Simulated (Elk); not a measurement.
Worked example: self-consistent single point of AgBr (Fm-3m, 2 atoms in the cell) in Elk.

Level of theory: LDA (PW92), all-electron FP-LAPW, Elk's shipped species files, APW+lo basis with extra local orbitals in Elk.

```
CELL_PARAMETERS angstrom
      0.00000     2.91965     2.91965
      2.91965     0.00000     2.91965
      2.91965     2.91965     0.00000
ATOMIC_POSITIONS crystal
  Ag 0.00000 0.00000 0.00000
  Br 0.50000 0.50000 0.50000
```

Reference input (self-consistent single point, DFT, PBE, all-electron FP-LAPW, Elk's shipped species files, APW+lo basis with extra local orbitals): xctype = 20; rgkmax = 8; stype = 0; swidth = 0.0001 Ha; ngridk = 8 8 8; gmaxvr = 16 1/bohr; nxlo = 2; lorbcnd = true; lmaxi = 3; maxscl = 100. This run's input differs from it in these lines:

```diff
@@ -2,5 +2,2 @@
   0
-
-xctype
-  20
```

Output, abridged:

```
│ Self-consistent loop started │
│ Loop number : 1 │
 total energy                :     -7921.96931500
│ Loop number : 2 │
 total energy                :     -7921.99496758
RMS change in Kohn-Sham potential (target) :   0.7948510907E-01 (  0.1000000000E-05)
Absolute change in total energy (target)   :   0.2565257534E-01 (  0.1000000000E-03)
│ Loop number : 3 │
 total energy                :     -7921.89541668
RMS change in Kohn-Sham potential (target) :   0.7786071543E-01 (  0.1000000000E-05)
Absolute change in total energy (target)   :   0.9313774891E-01 (  0.1000000000E-03)
│ Loop number : 4 │
   [... lines left out ...]
Absolute change in total energy (target)   :   0.2198494095E-02 (  0.1000000000E-03)
│ Loop number : 12 │
 total energy                :     -7915.82274503
RMS change in Kohn-Sham potential (target) :   0.4316430391E-05 (  0.1000000000E-05)
Absolute change in total energy (target)   :   0.6106811115E-03 (  0.1000000000E-03)
│ Loop number : 13 │
 total energy                :     -7915.82293175
RMS change in Kohn-Sham potential (target) :   0.2026080782E-06 (  0.1000000000E-05)
Absolute change in total energy (target)   :   0.3405490042E-04 (  0.1000000000E-03)
Convergence targets achieved

│ Loop number : 14 │

Energies :
 Fermi                       :     0.103054109621
 total energy                :     -7915.82293341

Density of states at Fermi energy :   0.8442309247E-05
 (states/Hartree/unit cell)

Estimated indirect band gap :   0.1396971320E-01
 from k-point      5 to k-point      1
Estimated direct band gap   :   0.7921186754E-01
 at k-point      1

Charges :
 core                        :    46.00000000
 valence                     :    36.00000000
 interstitial                :    2.813379521
 muffin-tins (core leakage)
  species :    1 (Ag)
   atom    1                 :    45.76128591     (  0.1236944769E-08)
  species :    2 (Br)
   atom    1                 :    33.42533457     (  0.2361643151E-04)
 total in muffin-tins        :    79.18662048
 total calculated charge     :    81.98912896
 total charge                :    82.00000000
 error                       :   0.1087104011E-01

│ Self-consistent loop stopped │
```

The run converged in 14 iterations. The count includes the last loop, which Elk runs after its targets are met. Against the reference run the gap on the mesh goes from 0.613 to 0.380 eV.

The starting cell comes from a database of computed structures (which also holds hypothetical and non-ambient phases and stackings), without a prior relaxation at this level. Its lattice was rescaled by a random factor within 2.5 % of one. Values depend on the basis (sphere radii, cutoffs, local orbitals), which need not be converged.
